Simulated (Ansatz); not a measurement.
The starting structures come from a database of crystals and need not be the phases stable at ambient conditions.

Here is the system:

```xyz
28
Lattice="3.2836 0.0000 0.0000 0.0000 14.6026 0.0000 0.0000 6.5793 7.2655" Properties=species:S:1:pos:R:3 pbc="T T T"
Zr     2.4627     7.6383     2.7480
Zr     0.8209    13.5436     4.5176
Zr     0.8209    18.4808     6.6584
Zr     2.4627     2.7012     0.6071
Zr     2.4627     4.7430     3.7278
Zr     0.8209    16.4390     3.5377
Zr     0.8209    10.6401     2.1772
Zr     2.4627    10.5418     5.0883
Zr     2.4627    15.3353     6.8610
Zr     0.8209     5.8467     0.4045
Zr     0.8209     7.1257     5.8581
Zr     2.4627    14.0562     1.4075
N      2.4627     2.8350     2.6821
N      0.8209    18.3470     4.5835
N      0.8209    11.4921     4.1792
N      2.4627     9.6899     3.0863
N      2.4627     8.4256     5.6658
N      0.8209    12.7563     1.5997
N      0.8209    15.6551     5.5865
N      2.4627     5.5269     1.6791
N      2.4627    20.0926     6.3621
N      0.8209     1.0894     0.9034
N      0.8209     8.0926     1.1734
N      2.4627    13.0894     6.0922
N      0.8209     6.5730     3.7953
N      2.4627    14.6089     3.4702
N      2.4627    10.7539     0.3494
N      0.8209    10.4280     6.9161
```

Space group of this cell: Pnma. The cell is taken as given; by PBEsol its mean pressure is -4.8 GPa.

Transport runs along the normal of the first two printed cell vectors.

The gap is the functional's own, uncorrected, and κ follows it; spin-orbit coupling is left out. Mid-gap values are interpolated between the computed energies.

Task: Estimate the band gap and the smallest decay constant κ at mid-gap that PBEsol (Ansatz, an electronic-structure program) returns for this system.

Result: Gap 1.04 eV on a 10×4×4 mesh; κ = 0.206 1/Å, at the zone centre.
